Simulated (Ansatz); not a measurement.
A user runs Ansatz (an electronic-structure program) on KMnSe₂ (I-42d, 8 atoms in the cell) and asks whether the run is sound. The aim is a self-consistent single point with DFT, PBE, plane waves, default PAW files.

The input file:

Ansatz 0.2 input:
```yaml
crystal:
  lattice:
    - [-3.183594, 3.183594, 6.273890]
    - [3.183594, -3.183594, 6.273890]
    - [3.183594, 3.183594, -6.273890]
  atoms:
    - { symbol: K, position_ang: [-0.000000, 3.183594, 3.136945] }
    - { symbol: K, position_ang: [0.000000, 0.000000, 0.000000] }
    - { symbol: Mn, position_ang: [3.183594, 0.000000, 3.136945], spin: 4.0 }
    - { symbol: Mn, position_ang: [0.000000, 0.000000, 6.273890], spin: 4.0 }
    - { symbol: Se, position_ang: [1.591797, 1.638914, -1.568472] }
    - { symbol: Se, position_ang: [1.591797, 1.544680, 4.705418] }
    - { symbol: Se, position_ang: [4.728274, 1.591797, 1.568472] }
    - { symbol: Se, position_ang: [-1.544680, 1.591797, 7.842363] }
basis:
  ecutwfc: 50
kpoints:
  mp_grid:
    grid: [3, 3, 3]
hamiltonian:
  xc: pbe
  pseudopotentials:
    kind: paw
magnetization:
  spin_polarized: true
scf:
  occupations:
    method: fermi_dirac
    width: 0.05
output:
  forces: true
  eigenvalues: true
  stress: true
```

Output, abridged:

```
   [... lines left out ...]
WARN ansatz: RAYON_NUM_THREADS=1 ignored (pool sized by the plan → 1); use --threads N
Pseudopotentials: kind: paw
Pseudopotential: K, paw, valence charge 9
Pseudopotential: Mn, paw, valence charge 15
Pseudopotential: Se, paw, valence charge 16
Crystal: 8 atoms, lattice volume = 254.350 Å³
Basis set: ecut = 50 eV, 211 PW (Γ), exchange–correlation on 36×36×36 points (8 copies of the dense FFT grid, shifted against one another)
Bands: 72, of which v1, the nominal top of the filled ones, is band 56 counted from 1 (55 counted from 0)
Symmetry: 8 space group operations
Space group: I-42d (ITA 122), of the structure as read, at distance tolerance 6.3e-5 Å
Magnetic group: BNS 122.333 (UNI 993), of the structure as read, at distance tolerance 6.3e-5 Å
k-points: 6 of 27 (time reversal used)
Initial density: superposition of atomic densities (chi_scale 0.1, normalization cell, long waves kept (reshape's long-wave potential 0.01 eV rms))
Starting moments: Σ|m| = 8 μB on 2 of 8 sites
Initial wavefunctions: pseudopotential atomic-orbital guess
Eigensolver: davidson
Functional: x = pbe(κ = 0.804, μ = 0.2195149727645171), c = pbe(β = 0.06672455060314922)
SCF iter   1: F=—  HF=-29276.967234 eV  |F-HF|=—  |Δ(HF+E_count)|=         —  Δρ=8.53e-1 (↑8.53e-1 ↓7.36e-1)  dr2=4.74e3  dr2_m=3.48e1  M=0.545 μB ∫|m|=0.714 μB  β_m=0.30  ethr=3.10e-3  ⟨swp⟩=1.0  Hψ=2464  notcnv=0
Mixer restart at iter 1: flushing history
all-band conjugate gradients solve this SCF's bands
preconditioner: auto → none
   [... lines left out ...]
SCF iter  13: F=—  HF=-24913.872156 eV  |F-HF|=—  |Δ(HF+E_count)|=   4.03e-9  Δρ=1.08e-7 (↑1.02e-7 ↓1.08e-7)  dr2=5.99e-11  dr2_m=1.51e-11  M=0.000 μB ∫|m|=0.000 μB  β_m=0.96  ethr=1.97e-12  ⟨swp⟩=2.0  Hψ=1390  notcnv=0  defer=64
SCF iter  14: F=-24913.872156 eV  HF=-24913.872156 eV  |F-HF|=1.09e-11  |Δ(HF+E_count)|=  1.46e-11  Δρ=3.32e-8 (↑2.86e-8 ↓3.32e-8)  dr2=7.49e-13  dr2_m=2.15e-12  M=0.000 μB ∫|m|=0.000 μB  ethr=1.00e-12  ⟨swp⟩=11.6  Hψ=3153  notcnv=0
SCF 1 converged in 14 iterations: F = -24913.872156 eV  dr2 = 7.49e-13
WARN: the starting moments were not kept: the SCF closed with an absolute magnetisation of 2.7e-6 μB, where they sum to 8 μB in size (2 sites) …
   [... lines left out ...]
Absolute magnetization: 0.0000 μB (∫|ρ↑−ρ↓|, with the PAW one-centre terms)
Free energy (F): -24913.872156 eV
Fermi energy:    8.250767 eV
   [... lines left out ...]
  atom   8  Se   -13.36723732    -0.00000000     0.00000000
--- Stress (GPa, compression-positive) ---
     -309.701655      -0.000000       0.000000
       -0.000000    -309.701655       0.000000
        0.000000       0.000000    -296.984776
  P = ⅓ Tr σ = -305.4627 GPa (-3054.627 kbar)
  The stress holds the Pulay correction. Without it, at fixed plane waves, as pw.x and ABINIT print it: P = -5427.9963 GPa
```

Problem. Is this run sound? If not, what is wrong?

Solution. The run is not sound. The fault is this: a cutoff meant in Ry typed as a bare number, read as eV. A bare number is read in the key's own unit, and eV, Ry (13.6 eV) and Ha (27.2 eV) lie far apart, so the setting ends up far from the one that was meant. To fix it, convert the value to the unit that the key expects. The run converged in 14 iterations without an error; against the sound input the free energy goes up by 980 eV/atom, the pressure goes from 1.23 to -305.5 GPa, the largest force goes from 2.963 to 13.37 eV/Å and the size of the net moment goes from 1.00 to 0.00 μB/atom. At a fixed set of plane waves, without the program's Pulay estimate, the pressure is -5428.00 GPa against 1.22 GPa.

An input that runs soundly differs in these lines (not the only fix; some lines may just follow from the change or write a value another way):
```diff
-basis:
-  ecutwfc: 50
```

With that input, the run converged in 14 iterations: free energy E − TS (on the zero of these files) -32750.8565 eV; Fermi level (on the code's own zero) 4.15 eV; pressure 1.23 GPa; largest force (vector length) 2.963 eV/Å; size of the cell's spin moment 8.00 μB (DFT, PBE, plane waves, default PAW files).

On the sound input: the starting cell was generated: these elements placed on a structure prototype, without a prior relaxation; it need not be a known phase or ordering of this composition. Its lattice was rescaled by a random factor within 2.5 % of one. The magnetic order is the one reached from the typed start; others were not searched systematically. Forces in this geometry exceed 1 eV/Å. Ansatz's pressure includes its estimate of the finite-basis (Pulay) stress.
